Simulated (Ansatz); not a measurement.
# Several settings converged on a (100) slab of Sc2Al (cut from a parent of space group no. 194; 12 atoms in the cell)

```xyz
12
Lattice="4.8779 0.0000 0.0000 0.0000 6.1429 0.0000 0.0000 0.0000 21.0407" Properties=species:S:1:pos:R:3 pbc="T T T"
Sc     3.6584     0.0000     8.4081
Sc     3.6584     3.0715     8.4081
Sc     1.2195     4.6072     9.8163
Sc     1.2195     1.5357     7.0000
Al     1.2195     1.5357     9.8163
Al     1.2195     4.6072     7.0000
Sc     1.2195     0.0000    12.6325
Sc     1.2195     3.0715    12.6325
Sc     3.6584     4.6072    14.0407
Sc     3.6584     1.5357    11.2244
Al     3.6584     1.5357    14.0407
Al     3.6584     4.6072    11.2244
```

Base method: PBEsol, default PAW files made with PBE (plane waves; Ansatz, an electronic-structure program).

Base settings: basis.ecutwfc = 420 eV; kpoints.mp_grid.grid = 3 3 1; hamiltonian.xc = pbesol; hamiltonian.pseudopotentials = {kind: paw} (the program's default PAW files); scf.occupations.method = fermi_dirac; scf.occupations.width = 0.1 eV.

The count of work is k-points × plane waves × bands × iterations; it is no time. Core times come from one kind of shared machine, to one figure; runs under 30 s give none.

**The vacuum**

The mesh stays at the base's, so the ladder's end is converged at best in this setting alone.

Only quantities that move along the ladder and can be compared are tabulated.

| vacuum between outermost atoms (Å) | free energy less the last step's (meV/atom) | largest difference of a force vector from the last step's (eV/Å) | count of work / last |
|---|---|---|---|
| 3.0 | -186.15 | 0.929 | 0.27 |
| 4.0 | -64.85 | 0.457 | 0.30 |
| 5.0 | -18.97 | 0.165 | 0.32 |
| 6.0 | -4.83 | 0.043 | 0.35 |
| 7.0 | -1.35 | 0.010 | 0.38 |
| 8.0 | -0.45 | 0.003 | 0.41 |
| 10.0 | -0.06 | 0.000 | 0.46 |
| 12.0 | -0.01 | 0.000 | 0.51 |
| 14.0 | 0.00 | 0.000 | 0.57 |
| 17.0 | 0.00 | 0.000 | 0.65 |
| 20.0 | 0.00 | 0.000 | 0.73 |
| 25.0 | 0.00 | 0.000 | 0.86 |
| 30.0 | 0.00 | 0.000 | 1.0 |

Smallest vacuum between outermost atoms (Å) that holds the forces within 0.005 eV/Å of the last step, with all finer ones: 8.0, at 0.41 of the last step's count of work; the step before is off by 0.010 eV/Å.

Smallest vacuum between outermost atoms (Å) that holds the free energy within 0.5 meV/atom of the last step, with all finer ones: 8.0, at 0.41 of the last step's count of work; the step before is off by 1.4 meV/atom.

**The k-point mesh**

Only quantities that move along the ladder and can be compared are tabulated.

```csv
kpoints.mp_grid.grid,free energy less the last step's (meV/atom),largest difference of a force vector from the last step's (eV/Å),count of work / last,core time / last (rough)
2 1 1,143.39,0.796,0.034,–
2 2 1,16.67,0.138,0.050,–
3 2 1,-1.16,0.121,0.050,–
3 3 1,-1.62,0.051,0.050,–
4 3 1,-4.39,0.007,0.075,–
4 4 1,-1.39,0.015,0.11,–
5 4 1,-0.63,0.014,0.11,–
6 5 1,0.02,0.008,0.15,–
7 6 1,0.07,0.001,0.20,0.2
8 6 1,0.06,0.001,0.25,0.3
9 8 1,-0.01,0.000,0.31,0.3
11 9 1,0.00,0.000,0.38,0.4
13 10 1,0.00,0.000,0.53,0.5
15 12 1,0.00,0.000,0.70,0.7
18 14 1,0.00,0.000,1.0,1
```

Coarsest kpoints.mp_grid.grid that holds the forces within 0.01 eV/Å of the last step, with all finer ones: 6 5 1, at 0.15 of the last step's count of work; the step before is off by 0.014 eV/Å.

Coarsest kpoints.mp_grid.grid that holds the free energy within 2 meV/atom of the last step, with all finer ones: 4 4 1, at 0.11 of the last step's count of work; the step before is off by 4.4 meV/atom.

**The plane-wave cutoff**

The mesh stays at the base's, so the ladder's end is converged at best in this setting alone.

Only quantities that move along the ladder and can be compared are tabulated.

| basis.ecutwfc | free energy less the last step's (meV/atom) | largest difference of a force vector from the last step's (eV/Å) | count of work / last |
|---|---|---|---|
| 210 eV | 1193.07 | 0.121 | 0.13 |
| 250 eV | 253.62 | 0.060 | 0.16 |
| 295 eV | 37.01 | 0.019 | 0.21 |
| 355 eV | 2.96 | 0.002 | 0.28 |
| 420 eV | 0.62 | 0.000 | 0.35 |
| 505 eV | 0.30 | 0.000 | 0.46 |
| 630 eV | 0.11 | 0.000 | 0.64 |
| 840 eV | 0.00 | 0.000 | 1.0 |

Coarsest basis.ecutwfc that holds the free energy within 1 meV/atom of the last step, with all finer ones: 420 eV, at 0.35 of the last step's count of work; the step before is off by 3.0 meV/atom.

Coarsest basis.ecutwfc that holds the forces within 0.005 eV/Å of the last step, with all finer ones: 355 eV, at 0.28 of the last step's count of work; the step before is off by 0.019 eV/Å.

On the base run: the starting cell comes from a database of computed structures (which also holds hypothetical and non-ambient phases and stackings), without a prior relaxation at this level. The slab is cut from that crystal, and its faces are unrelaxed. Its lattice was rescaled by up to half a per cent. Without a gap this mesh is coarse (it stands for a supercell whose shortest in-plane vector is 15 Å).

Left out of this page: 1 run of the series outside the window shown, repeating another row's setting, or not comparable.

Keys are those of Ansatz 0.2.
